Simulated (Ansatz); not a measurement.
SrInHO2 (model structure, started from the SrVO2H type, P4/mmm, No. 123, 5 atoms in the cell) was calculated with r²SCAN+SOC (Ansatz, a program for electronic structure, plane waves, PAW).

Run with plane-wave cutoff 560 eV, 8×8×10 k mesh (along the axes of the cell as run), Fermi–Dirac smearing 0.01 eV, PAW data made under PBE.

Cell (relaxed with PBEsol):

```xyz
5
Lattice="4.2464 0.0000 0.0000 0.0000 4.2464 0.0000 0.0000 0.0000 3.7176" Properties=species:S:1:pos:R:3 pbc="T T T"
Sr     2.1232     2.1232     1.8588
In     0.0000     0.0000     0.0000
O      2.1232     0.0000     0.0000
O      0.0000     2.1232     0.0000
H      0.0000     0.0000     1.8588
```

Question: Predict the band gap, smallest direct gap on the k points sampled and direct gap at Γ.

Answer: 
* **band gap**: 1.54 eV (indirect)
* **smallest direct gap on the k points sampled**: 2.51 eV
* **direct gap at Γ**: 5.68 eV

Note: the relaxation could raise the start's symmetry but not lower it, so the cell can be a saddle point; cell and atoms aren't relaxed at this level (pressure 0.9 GPa).

Computed values are for the static lattice.

The result took about 2.4 core-minutes (a rough figure).

A model structure was made by putting elements into a prototype or built by hand; it is no filed structure, need not be a known phase, and can be a saddle point held by its symmetry.
